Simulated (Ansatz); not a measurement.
# Y, pressure series

Take Y in the hcp (Mg type) structure (space group P6_3/mmc, No. 194; a = 3.599 Å, c = 5.587 Å) as the base.

Cell and atoms are relaxed at each pressure.

Method: PBEsol (Ansatz, a program for electronic structure), spin-orbit coupling left out.

| pressure (GPa) | volume per atom (Å³/atom) |
|---|---|
| -2 | 32.964 |
| -1 | 32.117 |
| 0 | 31.344 |
| 0.9 | 30.708 |
| 2.1 | 29.920 |
| 9 | ? |
| 15 | 24.384 |
| 22.5 | 22.462 |
| 30 | 20.971 |

Q: Fit the third-order Birch–Murnaghan form P(V) = (3B₀/2)[(V₀/V)^(7/3) − (V₀/V)^(5/3)]·[1 + (3/4)(B₀′ − 4)((V₀/V)^(2/3) − 1)] (squares taken in P) to the rows shown and predict the withheld row.

A: Least squares on the printed values gives V₀ = 31.329 Å³/atom, B₀ = 40.6 GPa, B₀′ = 3.2; this predicts 26.442 Å³/atom, and the run gives 26.442 Å³/atom, in agreement.

Load acts through the strain it causes; cell and atoms are relaxed under it. Whether these cells are dynamically stable was not tested. No other phases were tried under pressure. All final runs are without spin polarisation.
